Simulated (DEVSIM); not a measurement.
System: Schottky contact on n-type Si, at 300 K.

| layer (left to right) | material | thickness (μm) | Nd (cm⁻³) | τn (s) | τp (s) |
|---|---|---|---|---|---|
| 1 | Si | 3.30 | 4.6e16 | 3.1e-6 | 3.1e-6 |
| 2 | Si | 6.00 | 2.1e16 | 3.1e-6 | 3.1e-6 |

Left contact: Schottky, work function 4.86 eV, emission velocity 8.5e6 cm/s. Right contact: ohmic. Voltage is applied to the left contact. Recombination: SRH at mid-gap, Auger. Mobility is constant in doping.

The device is made up for the run: typed textbook-type constants, with dimensions and the other settings drawn at random. Values at 300 K.

| parameter | Si |
|---|---|
| gap (eV) | 1.124 |
| affinity (eV) | 4.05 |
| permittivity | 11.7 |
| Nc (cm⁻³) | 2.86e19 |
| Nv (cm⁻³) | 3.1e19 |
| μn (cm²/Vs) | 1417 |
| μp (cm²/Vs) | 470 |
| Cn (cm⁶/s) | 2.8e-31 |
| Cp (cm⁶/s) | 9.9e-32 |

DEVSIM, 1D drift-diffusion, Boltzmann statistics, complete ionisation; no tunnelling, impact ionisation, image-force lowering or self-heating. Metal contacts follow the ideal Schottky-Mott rule: no Fermi-level pinning, no interface dipoles.

Task: Give the small-signal capacitance in reverse bias (quasi-static).

Result: 
```json
[
 {"V (V)": "-0.04", "C (nF/cm²)": "76.1"},
 {"V (V)": "-0.1", "C (nF/cm²)": "72.9"},
 {"V (V)": "-0.2", "C (nF/cm²)": "68.3"},
 {"V (V)": "-0.3", "C (nF/cm²)": "64.5"},
 {"V (V)": "-0.4", "C (nF/cm²)": "61.2"},
 {"V (V)": "-0.6", "C (nF/cm²)": "56.0"},
 {"V (V)": "-0.8", "C (nF/cm²)": "51.9"},
 {"V (V)": "-1", "C (nF/cm²)": "48.6"},
 {"V (V)": "-1.3", "C (nF/cm²)": "44.6"},
 {"V (V)": "-1.6", "C (nF/cm²)": "41.5"},
 {"V (V)": "-2", "C (nF/cm²)": "38.2"}
]
```
